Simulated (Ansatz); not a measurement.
wurtzite SiC (P6_3mc) under uniaxial stress along c

Cell and atoms are relaxed with PBEsol to each stress (compression positive); bands and masses by PBE with spin-orbit coupling, rigid bands (plane waves, PAW; Ansatz, a program for electronic structure). Strains are changes of length against the unloaded cell.

```yaml
crystal:
  lattice:
    - [3.07597, 0.00000, 0.00000]
    - [-1.53798, 2.66386, 0.00000]
    - [0.00000, 0.00000, 5.04775]
  atoms:
    - { symbol: Si, position: [0.33333, 0.66667, 0.99959] }
    - { symbol: Si, position: [0.66667, 0.33333, 0.49959] }
    - { symbol: C, position: [0.33333, 0.66667, 0.37541] }
    - { symbol: C, position: [0.66667, 0.33333, 0.87541] }
```

```json
[
 {"stress (GPa)": "-20.00", "strain c (%)": "4.05", "strain basal x (%)": "-0.30", "gap (eV)": "2.048", "mₑ* c": "0.28", "mₑ* basal x": "0.44", "mₕ* c": "1.69", "mₕ* basal x": "0.99"},
 {"stress (GPa)": "-10.00", "strain c (%)": "1.94", "strain basal x (%)": "-0.16", "gap (eV)": "2.152", "mₑ* c": "0.28", "mₑ* basal x": "0.44", "mₕ* c": "1.60", "mₕ* basal x": "1.07"},
 {"stress (GPa)": "-5.00", "strain c (%)": "0.95", "strain basal x (%)": "-0.09", "gap (eV)": "2.211", "mₑ* c": "0.27", "mₑ* basal x": "0.44", "mₕ* c": "1.56", "mₕ* basal x": "1.11"},
 {"stress (GPa)": "0", "strain c (%)": "0", "strain basal x (%)": "0", "gap (eV)": "2.275", "mₑ* c": "0.27", "mₑ* basal x": "0.44", "mₕ* c": "1.50", "mₕ* basal x": "1.20"},
 {"stress (GPa)": "5.00", "strain c (%)": "-0.93", "strain basal x (%)": "0.09", "gap (eV)": "2.341", "mₑ* c": "0.26", "mₑ* basal x": "0.44", "mₕ* c": "1.02", "mₕ* basal x": "1.45"},
 {"stress (GPa)": "10.00", "strain c (%)": "-1.83", "strain basal x (%)": "0.19", "gap (eV)": "2.322", "mₑ* c": "0.26", "mₑ* basal x": "0.44", "mₕ* c": "0.34", "mₕ* basal x": "1.64"},
 {"stress (GPa)": "20.00", "strain c (%)": "-3.61", "strain basal x (%)": "0.40", "gap (eV)": "2.261", "mₑ* c": "0.35", "mₑ* basal x": "0.34", "mₕ* c": "0.28", "mₕ* basal x": "1.52"}
]
```

c is the direction of the load; basal y strains as basal x. Masses are conductivity masses at 300 K in electron masses.

### Question
From the two loads next to zero, find the Young modulus and the ratio of transverse to axial strain.

### Answer
Between -5.00 and 5.00 GPa the strain along c changes by -1.88 % and that along basal x by 0.18 %. The modulus is 10.00/0.0188 = 530 GPa and the ratio of the strains 0.10 (PBEsol, atoms relaxed).

### Question
How fast does the gap move on either side of zero load?

### Answer
Under tension, (2.211 − 2.275) eV over -5.00 GPa = 13 meV/GPa, or about -6.7 eV per unit strain; under compression, (2.341 − 2.275) eV over 5.00 GPa = 13 meV/GPa, or about -7.1 eV per unit strain. The two slopes part by 0 meV/GPa; gaps are resolved to about 0.01 eV, which allows 4 meV/GPa, so these rows don't tell them apart.

### Question
Take the carrier density and the relaxation time as fixed, so that ρ ∝ m*. What gauge factor (Δρ/ρ)/ε follows for current along c at the loads next to zero?

### Answer
holes at 5.00 GPa: (1.02/1.50 − 1)/-0.0093 ≈ 34. These are means over a finite load; the small-strain gauge factor differs, most where the load has already emptied the upper valleys or bands. Carriers and loads whose mass moves by under 12 % aren't resolved and aren't listed. The change of shape, which adds a term of order 1 to 2, and that of the scattering between valleys or bands are left out.

Masses are those of dilute carriers in rigid bands with one relaxation time, without polarons. Third decimals of gaps are kept for the arithmetic. Every relaxation keeps the wurtzite phase (space group P6_3mc under this load), so a transition, a distortion that breaks the symmetry or fracture can't show.
